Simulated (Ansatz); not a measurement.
Seebeck coefficient (μV/K, mean over directions) of p-type BP (F-43m) against carrier density, HSE06, rigid bands in Ansatz (a quantum-chemistry and plane-wave program). Computed gap 1.95 eV; densities at which minority carriers matter at this gap, or further valleys turn the trend, are left out. Conductivity mass 0.37 mₑ (harmonic mean over directions), N_v = 3.5e19 cm⁻³ at 300 K.

```json
[
 {"hole density": "1e16 cm⁻³", "300 K": "913", "500 K": "979"},
 {"hole density": "1e17 cm⁻³", "300 K": "[?]", "500 K": "780"},
 {"hole density": "1e18 cm⁻³", "300 K": "517", "500 K": "582"},
 {"hole density": "3e18 cm⁻³", "300 K": "[?]", "500 K": "488"},
 {"hole density": "1e19 cm⁻³", "300 K": "320", "500 K": "385"},
 {"hole density": "3e19 cm⁻³", "300 K": "230", "500 K": "292"},
 {"hole density": "1e20 cm⁻³", "300 K": "140", "500 K": "[?]"},
 {"hole density": "3e20 cm⁻³", "300 K": "77", "500 K": "118"},
 {"hole density": "1e21 cm⁻³", "300 K": "35", "500 K": "58"}
]
```

### Question
What belongs in the gaps?

### Answer

- 1e17 cm⁻³, 300 K: 715
- 3e18 cm⁻³, 300 K: 422
- 1e20 cm⁻³, 500 K: 195

Rigid bands with a gap fixed in temperature, one relaxation time for all states, no polarons or phonon drag, and whether or not such doping can be reached. Spin-orbit coupling is left out; where it splits the top of the valence band, N_v and the p-type Seebeck coefficient come out somewhat high without it. Geometry: cell and atoms relaxed with PBEsol.
